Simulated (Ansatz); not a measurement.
**How the lattice constant a of Ta2Si (model structure, started from the Ni2In type, P6₃/mmc, No. 194, 6 atoms in the cell) moves with the method**

No measured value is used here.

| level (code) | value (Å) |
|---|---|
| PBE (Ansatz) | [?] |
| PBEsol (Ansatz) | 4.532 |
| PBE-D3(BJ) (Ansatz) | 4.528 |

Q: Complete the blanks.

A: 
- PBE (Ansatz, a first-principles code), value (Å): 4.577

Density-functional levels without +SOC have no spin–orbit coupling. Ansatz's density-functional and Hartree–Fock values are scalar-relativistic unless marked +SOC, with PAW data made under PBE.

A model structure was made by putting elements into a prototype or built by hand; it is no filed structure, need not be a known phase, and can be a saddle point held by its symmetry.
